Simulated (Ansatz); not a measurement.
## InSe (P6_3/mmc): band-edge transport data

Here is the system:

```yaml
crystal:
  lattice:
    - [3.95281, 0.00000, 0.00000]
    - [-1.97641, 3.42323, 0.00000]
    - [0.00000, 0.00000, 16.30972]
  atoms:
    - { symbol: In, position: [0.33333, 0.66667, 0.33429] }
    - { symbol: In, position: [0.66667, 0.33333, 0.66571] }
    - { symbol: In, position: [0.66667, 0.33333, 0.83429] }
    - { symbol: In, position: [0.33333, 0.66667, 0.16571] }
    - { symbol: Se, position: [0.33333, 0.66667, 0.58637] }
    - { symbol: Se, position: [0.66667, 0.33333, 0.41363] }
    - { symbol: Se, position: [0.66667, 0.33333, 0.08637] }
    - { symbol: Se, position: [0.33333, 0.66667, 0.91363] }
```

All values below come from PBEsol+D3BJ, rigid bands (plane waves, PAW, scalar-relativistic; Ansatz, an electronic-structure program). How the cell was made: cell and atoms relaxed with PBEsol+d3bj.

```
Quantity                                                                   Value
--------------------------------------------  ----------------------------------
band gap                                                                 0.43 eV
electron conductivity mass (300 K, dilute)    0.119 (x), 0.119 (y), 0.051 (z) mₑ
effective density of states N_c (300 K)                              6.4e17 cm⁻³
density-of-states mass, electrons                                       0.086 mₑ
Seebeck coefficient, n-type 1e19 cm⁻³, 300 K                            -59 μV/K
```

Rigid bands; masses and Seebeck coefficients take one relaxation time τ for all states and one kind of carrier; polarons and phonon drag are left out. Spin-orbit coupling is left out. Geometry: cell and atoms relaxed with PBEsol+D3(BJ).

PBEsol with a dispersion correction tends to overbind, so the cell can be several per cent short: InSe (P6_3/mmc).
